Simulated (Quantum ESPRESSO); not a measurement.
Quantum ESPRESSO run on ZrCu (P1, 2 atoms in the cell): self-consistent single point.

Method of the run: PBEsol, PSlibrary ultrasoft (PBE) pseudopotentials (plane waves; Quantum ESPRESSO 7.5).

```
ZrCu
1.0
    3.25266     0.00000     0.00000
    0.00000     3.25266     0.00000
    0.00000     0.00000     3.25266
Zr Cu
1 1
Direct
  0.49599   0.49498   0.51382
  0.00401   0.00502   0.98618
```

Reference input (self-consistent single point, DFT, PBEsol, plane waves, PSlibrary ultrasoft (PBE) pseudopotentials): ecutwfc = 55 Ry; ecutrho = 330 Ry; occupations = smearing; smearing = fd; degauss = 0.0099958 Ry; input_dft = pbesol; potentials = {Zr: Zr.pbe-spn-rrkjus_psl.1.0.0.UPF, Cu: Cu.pbe-dn-rrkjus_psl.1.0.0.UPF}; K_POINTS = automatic 7 7 7 0 0 0; conv_thr = 1e-09 Ry. This run's input differs from it in these lines:

```diff
@@ -29,3 +29,3 @@
 K_POINTS automatic
-7 7 7  0 0 0
+6 6 6  0 0 0
 CELL_PARAMETERS angstrom
```

Output (repeated stretches shortened):

```
     Self-consistent Calculation

     iteration #  1     ecut=    55.00 Ry     beta= 0.70

     total energy              =    -221.31109545 Ry
     estimated scf accuracy    <       0.37863648 Ry

     iteration #  2     ecut=    55.00 Ry     beta= 0.70

     total energy              =    -221.38436638 Ry
     estimated scf accuracy    <       1.97433482 Ry

     iteration #  3     ecut=    55.00 Ry     beta= 0.70

     total energy              =    -221.55490673 Ry
     estimated scf accuracy    <       0.07560161 Ry

   [... 6 blocks of this kind left out ...]

     iteration # 10     ecut=    55.00 Ry     beta= 0.70

     total energy              =    -221.57600878 Ry
     estimated scf accuracy    <       0.00000004 Ry

     iteration # 11     ecut=    55.00 Ry     beta= 0.70
     End of self-consistent calculation

     Number of k-points >= 100: set verbosity='high' to print the bands.

     the Fermi energy is    13.8131 ev

!    total energy              =    -221.57600878 Ry
     estimated scf accuracy    <          1.5E-11 Ry
     smearing contrib. (-TS)   =      -0.01055594 Ry
     internal energy E=F+TS    =    -221.56545285 Ry

     convergence has been achieved in  11 iterations

     Forces acting on atoms (cartesian axes, Ry/au):

     atom    1 type  1   force =     0.00343963    0.00429490   -0.01160821
     atom    2 type  2   force =    -0.00343963   -0.00429490    0.01160821

     Total force =     0.018167     Total SCF correction =     0.000002

          total   stress  (Ry/bohr**3)                   (kbar)     P=      -23.32
  -0.00015634   0.00000276  -0.00000739          -23.00        0.41       -1.09
   0.00000276  -0.00015667  -0.00000922            0.41      -23.05       -1.36
  -0.00000739  -0.00000922  -0.00016265           -1.09       -1.36      -23.93

   JOB DONE.
```

The run converged in 11 iterations. Against the reference run the free energy goes down by 7.6 meV/atom, the pressure hardly changes (-2.26 to -2.33 GPa) and the largest force goes from 0.311 to 0.330 eV/Å.

The starting cell comes from a database of computed structures (which also holds hypothetical and non-ambient phases and stackings), without a prior relaxation at this level. Its atoms were displaced at random from the sites of space group no. 221. Spin polarisation is off.

Cost on one core of a shared machine: roughly 90 s.
